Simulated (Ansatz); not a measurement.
System: Si (model structure, I-43m, No. 217, 23 atoms in the cell). Method: r²SCAN+rVV10 in Ansatz (plane waves, PAW).

Numerical settings: plane-wave cutoff 560 eV, 6×6×6 k mesh, Fermi–Dirac smearing 0.01 eV, scalar-relativistic PAW data made under PBE.

Cell (relaxed at this level):

```
CELL_PARAMETERS angstrom
     -5.02286     5.02286     5.02286
      5.02286    -5.02286     5.02286
      5.02286     5.02286    -5.02286
ATOMIC_POSITIONS crystal
  Si 0.00000 0.00000 0.00000
  Si 0.27150 0.27150 0.27150
  Si 0.00000 0.00000 0.72850
  Si 0.00000 0.72850 0.00000
  Si 0.72850 0.00000 0.00000
  Si 0.50000 0.25000 0.75000
  Si 0.50000 0.75000 0.25000
  Si 0.75000 0.50000 0.25000
  Si 0.25000 0.50000 0.75000
  Si 0.25000 0.75000 0.50000
  Si 0.75000 0.25000 0.50000
  Si 0.44132 0.44132 0.16940
  Si 0.27192 0.27192 0.83060
  Si 0.72808 0.55868 0.00000
  Si 0.55868 0.72808 0.00000
  Si 0.16940 0.44132 0.44132
  Si 0.83060 0.27192 0.27192
  Si 0.00000 0.72808 0.55868
  Si 0.00000 0.55868 0.72808
  Si 0.44132 0.16940 0.44132
  Si 0.27192 0.83060 0.27192
  Si 0.55868 0.00000 0.72808
  Si 0.72808 0.00000 0.55868
```

Question: What does this level give for the band gap, smallest direct gap on the k points sampled and Γ–Γ gap?

Answer: 
* **band gap**: 1.45 eV (indirect)
* **smallest direct gap on the k points sampled**: 1.55 eV
* **Γ–Γ gap**: 2.09 eV

Note: the relaxation could raise the start's symmetry but not lower it, so the cell can be a saddle point.

Computed values are for the static lattice.

Cost on a shared machine: roughly 4 core-minutes.

A model structure was made by putting elements into a prototype or built by hand; it is no filed structure, need not be a known phase, and can be a saddle point held by its symmetry.

Ansatz is a program for electronic structure.
